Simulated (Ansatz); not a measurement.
Band structure of NbAu₃ (Pm-3n, 8 atoms in the cell).

```
CELL_PARAMETERS angstrom
      5.14647     0.00000     0.00000
      0.00000     5.14647     0.00000
      0.00000     0.00000     5.14647
ATOMIC_POSITIONS crystal
  Au 0.25000 0.00000 0.50000
  Au 0.75000 0.00000 0.50000
  Au 0.00000 0.50000 0.25000
  Au 0.00000 0.50000 0.75000
  Au 0.50000 0.25000 0.00000
  Au 0.50000 0.75000 0.00000
  Nb 0.00000 0.00000 0.00000
  Nb 0.50000 0.50000 0.50000
```

Method of the run: PBE (plane waves, PAW; Ansatz, a program for electronic structure).

Settings: basis.ecutwfc = 420 eV; kpoints.mp_grid.grid = 7 7 7; hamiltonian.xc = pbe; hamiltonian.pseudopotentials = {kind: paw}, with the files named one by one; scf.occupations.method = cold; scf.occupations.width = 0.272 eV; kpoints.band_path.npoints = 16.

The starting cell was generated: these elements placed on a structure prototype, without a prior relaxation; it need not be a known phase or ordering of this composition. Spin-orbit coupling is off. Spin polarisation is off.

Levels in eV from the Fermi level, bands 67 to 74:
```
point     67     68     69     70     71     72     73     74
-----  -----  -----  -----  -----  -----  -----  -----  -----
Γ      -0.62  -0.33  -0.33  -0.33  -0.24  -0.24  -0.24  -0.22
X      -2.35  -2.35  -0.14  -0.14   0.08   0.08   0.44   0.44
M      -1.61  -0.16  -0.16   0.32   0.32   0.34   0.35   0.47
R      -2.93  -2.93  -0.97  -0.97   0.55   0.55   0.55   0.55
```

Bands cross the Fermi level along this path, so the cell is metallic at this level.

Keys are those of Ansatz 0.2.
